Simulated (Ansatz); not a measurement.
## Hypothetical zinc blende VS, response to strain

The parent structure is VS in the zinc blende structure (space group F-43m, No. 216; a = 5.3610 Å; ferromagnetic; a hypothetical phase, not in the database extracts checked; relaxed with 0.1 eV smearing). Axes: x, y, z lie along the cube axes.

Strains are applied to the cell and any free atomic positions relax; under biaxial strain the out-of-plane vector relaxes too.

Levels (all Ansatz, a first-principles code, PAW): PBE (420 eV, without spin-orbit coupling); PBEsol (420 eV, without spin-orbit coupling).

The base cell above is that of PBE; each level relaxes its own structures.

Notes on the quantities. pressure: mean of the normal stresses, compression positive.

```json
[
 {"case": "biaxial strain +0.71 %, plane normal [111], relaxed out of plane", "pressure, PBE": "-0.5 GPa", "pressure, PBEsol": "-0.5 GPa"},
 {"case": "biaxial strain +3.76 %, plane normal [111], relaxed out of plane", "pressure, PBE": "-2.9 GPa", "pressure, PBEsol": "-2.8 GPa"},
 {"case": "isotropic strain +1.39 %", "pressure, PBE": "-3.1 GPa", "pressure, PBEsol": "-3.4 GPa"},
 {"case": "strain tensor (xx, yy, zz, yz, xz, xy) = (+2.17, +0.79, −1.69, −1.49, −0.72, −0.06) %", "pressure, PBE": "-1.1 GPa", "pressure, PBEsol": "-1.3 GPa"},
 {"case": "tensor shear ε_yz = +3.12 %", "pressure, PBE": "-0.1 GPa", "pressure, PBEsol": "-0.3 GPa"},
 {"case": "strain tensor (xx, yy, zz, yz, xz, xy) = (+1.75, −0.59, −2.10, −0.63, +1.21, −0.88) %", "pressure, PBE": "0.7 GPa", "pressure, PBEsol": "0.7 GPa"}
]
```

The two levels differ by at most about 0.4 GPa. They put the cases in the same order.

The magnetic state is the one reached from the starting moments; the real material's order can differ, and small cells can't hold many antiferromagnetic ones. Stability against distortions was not tested.
